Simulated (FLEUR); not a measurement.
A working FLEUR input for La2O3 (P-3m1, 5 atoms in the cell) (DFT, PBE, all-electron FLAPW (FLEUR), scalar-relativistic valence):

```xml
# input of inpgen
La2O3 crystal
&input film=f /
7.5588319185 0.0000001788 0.0000000000
-3.7794161141 6.5461403749 0.0000000000
0.0000000000 0.0000000000 11.7531894266
1.0
1.0 1.0 1.0

5
57 0.6666666667 0.3333333333 0.7537600000
57 0.3333333333 0.6666666667 0.2462400000
8 0.6666666667 0.3333333333 0.3541100000
8 0.3333333333 0.6666666667 0.6458900000
8 -0.0000000000 0.0000000000 -0.0000000000

&comp jspins=1 /
&kpt div1=6 div2=6 div3=3 gamma=t /
&end /
# inp.xml
<?xml version="1.0" encoding="UTF-8" standalone="no"?>
<fleurInput fleurInputVersion="0.39">
   <comment>
      La2O3 crystal                                                                                       
   </comment>
   <calculationSetup>
      <cutoffs Kmax="4.0" Gmax="16.0" GmaxXC="16.0" numbands="0"/>
      <scfLoop itmax="80" minDistance="0.00001" maxIterBroyd="40" imix="Anderson" alpha="0.05" precondParam="0.0" spinf="2.0"/>
      <coreElectrons ctail="T" frcor="F" kcrel="0" coretail_lmax="0"/>
      <xcFunctional name="pbe" relativisticCorrections="F"/>
      <magnetism jspins="1"/>
      <soc l_soc="F" theta="0.0" phi="0.0" spav="F"/>
      <expertModes spex="0" secvar="F"/>
      <geometryOptimization l_f="T" forcealpha="1.0" forcemix="BFGS" epsdisp="0.00001" epsforce="0.00001"/>
      <ldaU l_linMix="F" mixParam="0.05" spinf="1.0"/>
   </calculationSetup>
   <cell>
      <bzIntegration valenceElectrons="40.0" mode="hist" fermiSmearingEnergy="0.00073499">
         <kPointListSelection listName="default-1"/>
         <!-- k-points included here -->
         <xi:include xmlns:xi="http://www.w3.org/2001/XInclude" href="kpts.xml"> </xi:include>
      </bzIntegration>
      <!-- symmetry operations included here -->
      <xi:include xmlns:xi="http://www.w3.org/2001/XInclude" href="sym.xml"> </xi:include>
      <bulkLattice scale="1.0">
         <bravaisMatrix>
            <row-1>    7.5588319185000001     0.0000001788000000     0.0000000000000000</row-1>
            <row-2>   -3.7794161141000000     6.5461403749000002     0.0000000000000000</row-2>
            <row-3>    0.0000000000000000     0.0000000000000000    11.7531894266000005</row-3>
         </bravaisMatrix>
      </bulkLattice>
   </cell>
   <atomSpecies>
      <species name="Lanthanum (La)" element="La" atomicNumber="57">
         <mtSphere radius="2.68" gridPoints="925" logIncrement="0.014"/>
         <atomicCutoffs lmax="10" lnonsphr="8"/>
         <electronConfig flipSpins="F">
            <coreConfig>(1s1/2) (2s1/2) (2p1/2) (2p3/2) (3s1/2) (3p1/2) (3p3/2) (4s1/2) (3d3/2) (3d5/2) (4p1/2) (4p3/2) (4d3/2) (4d5/2)</coreConfig>
            <valenceConfig>(5s1/2) (5p1/2) (5p3/2) (6s1/2) (5d3/2) (5d5/2)</valenceConfig>
            <stateOccupation state="(5d3/2)" spinUp="0.2" spinDown="0.2"/>
            <stateOccupation state="(5d5/2)" spinUp="0.3" spinDown="0.3"/>
         </electronConfig>
         <energyParameters s="6" p="6" d="5" f="4"/>
         <lo type="SCLO" l="0" n="5" eDeriv="0"/>
         <lo type="SCLO" l="1" n="5" eDeriv="0"/>
      </species>
      <species name="Oxygen (O)" element="O" atomicNumber="8">
         <mtSphere radius="1.53" gridPoints="529" logIncrement="0.02"/>
         <atomicCutoffs lmax="6" lnonsphr="4"/>
         <electronConfig flipSpins="F">
            <coreConfig>(1s1/2)</coreConfig>
            <valenceConfig>(2s1/2) (2p1/2) (2p3/2)</valenceConfig>
            <stateOccupation state="(2p1/2)" spinUp="0.6666666666667" spinDown="0.6666666666667"/>
            <stateOccupation state="(2p3/2)" spinUp="1.3333333333333" spinDown="1.3333333333333"/>
         </electronConfig>
         <energyParameters s="2" p="2" d="3" f="4"/>
      </species>
   </atomSpecies>
   <atomGroups>
      <atomGroup species="Lanthanum (La)">
         <relPos label="                   1">-1.000/3.000 1.000/3.000 -.2462400000</relPos>
         <relPos label="                   2">1.000/3.000 -1.000/3.000 .2462400000</relPos>
         <force calculate="T" relaxXYZ="TTT"/>
      </atomGroup>
      <atomGroup species="Oxygen (O)">
         <relPos label="                   3">-1.000/3.000 1.000/3.000 .3541100000</relPos>
         <relPos label="                   4">1.000/3.000 -1.000/3.000 -.3541100000</relPos>
         <force calculate="T" relaxXYZ="TTT"/>
      </atomGroup>
      <atomGroup species="Oxygen (O)">
         <relPos label="                   5">.0000000000 .0000000000 .0000000000</relPos>
         <force calculate="T" relaxXYZ="TTT"/>
      </atomGroup>
   </atomGroups>
   <output dos="F" band="F" slice="F">
      <checks vchk="F" cdinf="F"/>
      <bandDOS minEnergy="-.5*Htr" maxEnergy="0.5*Htr" sigma="0.015" storeEVData="T"/>
      <vacuumDOS vacdos="F" integ="F" star="F" nstars="0" locx1="0.0" locy1="0.0" locx2="0.0" locy2="0.0" nstm="0" tworkf="0.0"/>
      <unfoldingBand unfoldBand="F" supercellX="1" supercellY="1" supercellZ="1"/>
      <plotting iplot="0" polar="F">
         <plot TwoD="T" vec1="  1.0  0.0  0.0" vec2="  0.0  1.0  0.0" vec3="  0.0  0.0  1.0" zero="  0.0  0.0  0.0" file="plot"/>
      </plotting>
      <chargeDensitySlicing numkpt="0" minEigenval="0.0" maxEigenval="0.0" nnne="0" pallst="F"/>
      <specialOutput eonly="F"/>
      <magneticCircularDichroism mcd="F" energyLo="-10.0" energyUp="0.0"/>
   </output>
  <!-- We include the file relax.xml here to enable relaxations (see documentation) -->
  <xi:include xmlns:xi="http://www.w3.org/2001/XInclude" href="relax.xml"> <xi:fallback/> </xi:include>
</fleurInput>
```

The run converged in 19 iterations: free energy E − TS -468620.0778 eV; top of the valence band (on the code's own zero) 8.20 eV; gap on the k-point mesh 3.84 eV; largest force (vector length) 0.326 eV/Å. Each of these slips is then made, one at a time:

(1)
```diff
-      <scfLoop itmax="80" minDistance="0.00001" maxIterBroyd="40" imix="Anderson" alpha="0.05" precondParam="0.0" spinf="2.0"/>
+      <scfLoop itmax="80" minDistance="0.00001" maxIterBroyd="40" imix="straight" alpha="0.9" precondParam="0.0" spinf="2.0"/>
```

(2)
```diff
-      <cutoffs Kmax="4.0" Gmax="16.0" GmaxXC="16.0" numbands="0"/>
+      <cutoffs kmax="4.0" Gmax="16.0" GmaxXC="16.0" numbands="0"/>
```

Task: What happens in each case?

Result: 
(1) Unsuitable density mixing. The program stopped with an error at about iteration 4.
```
Error message: You lost too much charge
Error from PE:0/1
```

(2) A keyword that the program does not know. The program stopped before any SCF iteration.
```
Error message: XML document cannot be validated against Schema.
Error occurred in subroutine: xml%ValidateDoc
Hint: If there are no details listed above this message use 'xmllint --xinclude --schema FleurInputSchema.xsd inp.xml'.
Error from PE:0/1
inp.xml:7: Schemas validity error : Element 'cutoffs', attribute 'kmax': The attribute 'kmax' is not a [...]
```

The starting cell comes from a database of computed structures (which also holds hypothetical and non-ambient phases and stackings), without a prior relaxation at this level. Its lattice was rescaled by a random factor within 2.5 % of one. Values depend on the basis (sphere radii, cutoffs, local orbitals), which need not be converged.

Left out of this page: 3 runs of the series outside the window shown, repeating another row's setting, or not comparable.
